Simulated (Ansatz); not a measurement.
## HfO2 (model structure, started from the 2H-MoS2 type, P6₃/mmc, No. 194, 6 atoms in the cell): properties by level of theory

| level (code) | equilibrium lattice constant a (Å) | c axis length (Å) | enthalpy of formation (eV/atom) |
|---|---|---|---|
| PBE (Ansatz) | 3.120 | (withheld) | -2.690 |
| PBEsol (Ansatz) | (withheld) | 9.590 | (withheld) |
| PBE-D3(BJ) (Ansatz) | 3.120 | (withheld) | -2.723 |

Question: Fill in the missing entries.

Answer: 
- PBE (Ansatz, a first-principles code), c axis length (Å): 10.831
- PBEsol (Ansatz), equilibrium lattice constant a (Å): 3.094
- PBEsol (Ansatz), enthalpy of formation (eV/atom): -2.756
- PBE-D3(BJ) (Ansatz), c axis length (Å): 9.242

Ansatz's density-functional and Hartree–Fock values are scalar-relativistic unless marked +SOC, with PAW data made under PBE.

The computed numbers hold no vibrational or temperature effects.

A model structure was made by putting elements into a prototype or built by hand; it is no filed structure, need not be a known phase, and can be a saddle point held by its symmetry.
